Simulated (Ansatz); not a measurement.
A computed series for Co: pressure series

Base system: Co in the hcp (Mg type) structure (space group P6_3/mmc, No. 194; a = 2.457 Å, c = 3.968 Å; ferromagnetic).

Cell and atoms are relaxed at each pressure.

The values are results of Ansatz (an electronic-structure program) PBEsol, scalar-relativistic without spin-orbit coupling, earlier PAW set, not measurements.

```tsv
P (GPa)	V (Å³/atom)
-2.00	10.460
-1.00	10.417
0.30	10.361
0.70	10.345
1.50	10.311
3.01	10.251
5.00	10.173
7.51	10.079
10.01	9.990
```

Fit a third-order Birch–Murnaghan equation of state.

Least squares on P(V) = (3B₀/2)[(V₀/V)^(7/3) − (V₀/V)^(5/3)]·[1 + (3/4)(B₀′ − 4)((V₀/V)^(2/3) − 1)] gives V₀ = 10.37 Å³/atom, B₀ = 245 GPa and B₀′ = 4.2.

The magnetic state is the one reached from the starting moments; the real material's order can differ, and small cells can't hold many antiferromagnetic ones. Load acts through the strain it causes; cell and atoms are relaxed under it. Stability against distortions was not tested. No other phases were tried under pressure.
